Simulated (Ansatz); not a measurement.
# Worked example: self-consistent single point of a (110) slab of CsH (cut from a parent of space group no. 221; 8 atoms in the cell) in Ansatz

Computed with LDA (PW92), default PAW files made with PBE (plane waves; Ansatz, a quantum-chemistry and plane-wave program).

Input:

Ansatz 0.2 input:
```yaml
crystal:
  lattice:
    - [3.79931800, 0.00000000, 0.00000000]
    - [0.00000000, 5.37304700, 0.00000000]
    - [0.00000000, 0.00000000, 22.05958600]
  atoms:
    - { symbol: Cs, position: [0.00000000, 0.25000000, 0.31732200] }
    - { symbol: H, position: [0.50000000, 0.75000000, 0.31732200] }
    - { symbol: Cs, position: [0.00000000, 0.75000000, 0.43911100] }
    - { symbol: H, position: [0.50000000, 0.25000000, 0.43911100] }
    - { symbol: Cs, position: [0.00000000, 0.25000000, 0.56089400] }
    - { symbol: H, position: [0.50000000, 0.75000000, 0.56089400] }
    - { symbol: Cs, position: [0.00000000, 0.75000000, 0.68267800] }
    - { symbol: H, position: [0.50000000, 0.25000000, 0.68267800] }
basis:
  ecutwfc: 420.0
kpoints:
  mp_grid: { grid: [6, 4, 1] }
hamiltonian:
  xc: lda
  pseudopotentials: { kind: paw }
scf:
  occupations: { method: fermi_dirac, width: 0.05 }
output:
  forces: true
  eigenvalues: true
  stress: true
```

Output (repeated stretches shortened):

```
WARN the atoms were moved onto the symmetric positions of the space group found under crystal.symmetry.tolerance 1.0e-5 (fractional …
WARN ansatz: RAYON_NUM_THREADS=1 ignored (pool sized by the plan → 1); use --threads N
Pseudopotentials: kind: paw
Pseudopotential: Cs, paw, valence charge 9
Pseudopotential: H, paw, valence charge 1
Crystal: 8 atoms, lattice volume = 450.322 Å³
Basis set: ecut = 420 eV, 8765 PW (Γ)
Bands: 28, of which v1, the nominal top of the filled ones, is band 20 counted from 1 (19 counted from 0)
Symmetry: 8 space group operations
Space group: Pmma (ITA 51), of the structure as read, at distance tolerance 7.7e-5 Å
k-points: 12 of 24
PAW frozen core: Cs, regenerated for the run's functional, and the local potential with it
Initial density: superposition of atomic densities (neutral atoms: chi_scale 0, normalization atom), corrected by the library's trained network
Initial wavefunctions: pseudopotential atomic-orbital guess
Eigensolver: davidson
Functional: x = slater, c = lda
SCF iter   1: F=—  HF=-22083.046603 eV  |F-HF|=—  |Δ(HF+E_count)|=         —  Δρ=6.05e-3  dr2=2.28e-1  ethr=1.77e-3  ⟨swp⟩=15.0  Hψ=2663  notcnv=0
all-band conjugate gradients solve this SCF's bands
preconditioner: auto → Resta (q_TF=auto, 1.822 Å⁻¹)
SCF iter   2: F=—  HF=-22082.976569 eV  |F-HF|=—  |Δ(HF+E_count)|=   7.00e-2  Δρ=1.65e-3  dr2=1.41e-2  ethr=5.71e-4  ⟨swp⟩=2.6  Hψ=572  notcnv=0  defer=27
SCF iter   3: F=—  HF=-22082.974520 eV  |F-HF|=—  |Δ(HF+E_count)|=   2.05e-3  Δρ=3.92e-4  dr2=8.27e-4  ethr=3.54e-5  ⟨swp⟩=2.1  Hψ=423  notcnv=0  defer=27
SCF iter   4: F=—  HF=-22082.974888 eV  |F-HF|=—  |Δ(HF+E_count)|=   3.68e-4  Δρ=1.35e-4  dr2=1.12e-4  ethr=2.07e-6  ⟨swp⟩=2.4  Hψ=519  notcnv=0  defer=27
SCF iter   5: F=—  HF=-22082.974924 eV  |F-HF|=—  |Δ(HF+E_count)|=   3.54e-5  Δρ=1.93e-5  dr2=2.49e-6  ethr=2.80e-7  ⟨swp⟩=2.5  Hψ=519  notcnv=0  defer=27
SCF iter   6: F=—  HF=-22082.974861 eV  |F-HF|=—  |Δ(HF+E_count)|=   6.26e-5  Δρ=5.29e-6  dr2=1.60e-7  ethr=6.22e-9  ⟨swp⟩=2.1  Hψ=526  notcnv=0  defer=27
SCF iter   7: F=-22082.974861 eV  HF=-22082.974861 eV  |F-HF|=7.28e-12  |Δ(HF+E_count)|=   2.07e-7  Δρ=1.20e-6  dr2=9.15e-9  ethr=2.50e-10  ⟨swp⟩=12.6  Hψ=1758  notcnv=0
SCF 1 converged in 7 iterations: F = -22082.974861 eV  dr2 = 9.15e-9
SCF converged after 7 iterations
Free energy (F): -22082.974861 eV
Harris-Foulkes:  -22082.974861 eV  (|F-HF|=7.28e-12)
Internal energy: -22082.974861 eV  (E = F + TS)
E sigma→0 (E₀):  -22082.974861 eV
Fermi energy:    1.570557 eV
--- Per-component energies (eV) ---
  E_band       = -371.113461
  E_kinetic    = 617.807530
  E_local      = -8073.363697  (includes V_loc(G=0)·N_el)
  E_nonlocal   = 134.749718
  E_hartree    = 3797.311939
  E_xc         = -724.951127
  E_vxc        = -550.494643  (∫ρ·V_xc dr)
  E_paw        = -19612.943007  (= ΣΔE_a)
  E_vpaw       = -94.431241  (= ΣTr[D̂ρ^β])
  E_aug_tail   = -0.003991  (compensation charges beyond the density's cutoff)
  E_ewald      = 1777.335547
  E_core_change = 1.082225  (= ΣΔE_core)
  E_smearing   = -0.000000  (= −TS)
  E_closure    = 0.000000  (closes the sum)
  Σ components = -22082.974861   (vs F -22082.974861, Δ=0.00e0)
--- Forces (eV/Å), atoms counted from 1 ---
  atom   1  Cs     0.00000000     0.00000000     0.10110795
  atom   2  H      0.00000000     0.00000000     0.20704705
  atom   3  Cs     0.00000000     0.00000000    -0.03519941
  atom   4  H      0.00000000     0.00000000    -0.06120321
  atom   5  Cs     0.00000000     0.00000000     0.03519941
  atom   6  H      0.00000000     0.00000000     0.06120321
  atom   7  Cs     0.00000000     0.00000000    -0.10110795
  atom   8  H      0.00000000     0.00000000    -0.20704705
  max |Σ_I F_I| component: 2.78e-17 eV/Å
--- Stress (GPa, compression-positive) ---
       -0.590475       0.000000       0.000000
        0.000000      -1.612480       0.000000
        0.000000       0.000000      -0.791525
  P = ⅓ Tr σ = -0.9982 GPa (-9.982 kbar)
  The stress holds the Pulay correction. Without it, at fixed plane waves, as pw.x and ABINIT print it: P = -1.0108 GPa
--- Band table (eV; the first three rows and the last of 12) ---
  k-point 0: bands = ["-21.6614", "-21.6511", "-21.3988", "-21.2462", "-8.7812", "-8.6957", "-8.6662", "-8.4529", "-8.2467", "-8.0575", "-7.7197", "-7.6582", "-7.6572", "-7.6497", "-7.3677", "-7.2155", "-1.4883", "-0.8553", "-0.7355", "-0.4640", [...]
  k-point 1: bands = ["-21.6466", "-21.6422", "-21.3874", "-21.2765", "-8.9321", "-8.8424", "-8.6767", "-8.5487", "-8.1631", "-8.0762", "-7.6446", "-7.6410", "-7.6402", "-7.5806", "-7.3538", "-7.2437", "-1.0519", "-0.5446", "-0.4084", "-0.1612", [...]
  k-point 2: bands = ["-21.6323", "-21.6323", "-21.3417", "-21.3417", "-9.0086", "-9.0086", "-8.6573", "-8.6573", "-8.1122", "-8.1122", "-7.6315", "-7.6315", "-7.5415", "-7.5415", "-7.3061", "-7.3061", "-0.3663", "-0.3663", "0.1287", "0.1287", [...]
  k-point 11: bands = ["-21.4734", "-21.4734", "-21.1838", "-21.1838", "-9.0882", "-9.0882", "-8.7683", "-8.7683", "-8.6954", "-8.6954", "-8.3913", "-8.3913", "-7.8948", "-7.8948", "-7.3729", "-7.3729", "-0.7866", "-0.7866", "-0.2573", "-0.2573", [...]
```

The run converged in 7 iterations.

The starting cell comes from a database of computed structures (which also holds hypothetical and non-ambient phases and stackings), without a prior relaxation at this level. The slab is cut from that crystal, and its faces are unrelaxed. Its lattice was rescaled by up to half a per cent.
